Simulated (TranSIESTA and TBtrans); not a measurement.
Run with TranSIESTA and TBtrans (open boundaries, self-consistent; PseudoDojo norm-conserving potentials, scalar-relativistic): PAO.BasisSize DZP, PAO.EnergyShift 0.15 eV, XC.Authors PBE, Mesh.Cutoff 200 Ry, ElectronicTemperature 300 K, TS.Voltage 0.0 eV, TBT.Elecs.Eta 0.001 eV, no spin polarisation.

Junction: Sn chain with one bond stretched by 2.5 Å. Leads: straight Sn chain, spacing 2.75 Å. Geometry: as built, not relaxed.

### Question
Predict: conductance at 300 K (G0 = 2e²/h); thermopower (μV/K); mean T from −0.5 to 0.5 eV.

### Answer
conductance at 300 K (G0 = 2e²/h): 0.057; thermopower (μV/K): -3.6; mean T from −0.5 to 0.5 eV: 0.053. The straight chain is held at its spacing; free chains may zigzag or dimerise. No spin-polarised start was tried, so a magnetic state, if there is one, is missed.
